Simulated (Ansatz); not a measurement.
## ZnAu in the CsCl type structure (space group Pm-3m, No. 221)

```yaml
crystal:
  lattice:
    - [3.12862, 0.00000, 0.00000]
    - [0.00000, 3.12862, 0.00000]
    - [0.00000, 0.00000, 3.12862]
  atoms:
    - { symbol: Zn, position: [0.50000, 0.50000, 0.50000] }
    - { symbol: Au, position: [0.00000, 0.00000, 0.00000] }
```

The values are results of PBEsol, PAW, 420 eV (Ansatz, a quantum-chemistry and plane-wave program; scalar-relativistic without spin-orbit coupling), not measurements. k-mesh 15×15×15 (Γ-centred); smearing 0.05 eV (Fermi–Dirac).

| Property | Result |
|---|---|
| Volume per atom | 15.31 Å³ |
| Density | 14.23 g/cm³ |
| Band gap | zero |
| Total energy | -8144.228 eV/atom (σ→0; compares only within this code and set-up) |

Whether these cells are dynamically stable was not tested.
